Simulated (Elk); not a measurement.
Elk run on Sr (Fm-3m, 1 atom in the cell): self-consistent single point.

Method: PBE, spin-orbit coupling in second variation, all-electron FP-LAPW, Elk's shipped species files, default APW+lo basis in Elk.

```xyz
1
Lattice="0.0000 2.9638 2.9638 2.9638 0.0000 2.9638 2.9638 2.9638 0.0000" Properties=species:S:1:pos:R:3 pbc="T T T"
Sr     0.0000     0.0000     0.0000
```

Reference input (self-consistent single point, DFT, PBE, all-electron FP-LAPW, Elk's shipped species files, default APW+lo basis): xctype = 20; rgkmax = 7; stype = 3; swidth = 0.00367493 Ha; ngridk = 8 8 8. This run's input differs from it in these lines:

```diff
@@ -6,4 +6,13 @@
 
+spinorb
+  .true.
+
 rgkmax
   7.0
+
+lmaxi
+  3
+
+nempty
+  10
```

Output (repeated stretches shortened):

```
│ Self-consistent loop started │
│ Loop number : 1 │
 total energy                :     -3181.86104094
 total moment                :   0.3578511973E-24  0.5946513913E-24 -0.4021757419E-24
│ Loop number : 2 │
 total energy                :     -3181.84133605
 total moment                :  -0.1102989190E-23 -0.2789971907E-23  0.1044763703E-23
RMS change in Kohn-Sham potential (target) :   0.7635423222E-01 (  0.1000000000E-05)
Absolute change in total energy (target)   :   0.1970489651E-01 (  0.1000000000E-03)
│ Loop number : 3 │
 total energy                :     -3181.04478278
   [... lines left out ...]
 total energy                :     -3179.91636756
 total moment                :   0.1441256471E-23 -0.1013833892E-23  0.1376544556E-23
RMS change in Kohn-Sham potential (target) :   0.8753972195E-07 (  0.1000000000E-05)
Absolute change in total energy (target)   :   0.1469616391E-03 (  0.1000000000E-03)
│ Loop number : 13 │
 total energy                :     -3179.91636805
 total moment                :  -0.8965951910E-25  0.7514634688E-24 -0.1518788606E-23
RMS change in Kohn-Sham potential (target) :   0.2945939559E-07 (  0.1000000000E-05)
Absolute change in total energy (target)   :   0.3624795727E-04 (  0.1000000000E-03)
Convergence targets achieved

│ Loop number : 14 │

Energies :
 Fermi                       :     0.129407042869
 xc effective B-field        :    -0.522489544933E-12
 external B-field            :      0.00000000000
 total energy                :     -3179.91636889
 (external B-field energy excluded from total)

Density of states at Fermi energy :    28.11961061
 (states/Hartree/unit cell)

Estimated indirect band gap :   0.6012197387E-02
 from k-point     20 to k-point     29
Estimated direct band gap   :   0.1304301716E-01
 at k-point     20

Charges :
 core                        :    28.00000000
 valence                     :    10.00000000
 interstitial                :    2.078349160
 muffin-tins (core leakage)
  species :    1 (Sr)
   atom    1                 :    35.92165084     (  0.2886892862E-04)
   [... lines left out ...]

Moments :
 interstitial                :  -0.3115876752E-24 -0.1451123799E-24  0.2561902242E-25
 muffin-tins
  species :    1 (Sr)
   atom    1                 :   0.2034638328E-24  0.2837134102E-23  0.1187901891E-23
 total in muffin-tins        :   0.2034638328E-24  0.2837134102E-23  0.1187901891E-23
 total moment                :  -0.1081238424E-24  0.2692021723E-23  0.1213520913E-23

│ Self-consistent loop stopped │
```

The run converged in 14 iterations. The count includes the last loop, which Elk runs after its targets are met. 

The starting cell comes from a database of computed structures (which also holds hypothetical and non-ambient phases and stackings), without a prior relaxation at this level. Its lattice was rescaled by a random factor within 2.5 % of one. Values depend on the basis (sphere radii, cutoffs, local orbitals), which need not be converged. The log's line on a gap gives a spacing of levels on this mesh, which the program prints for metals too.
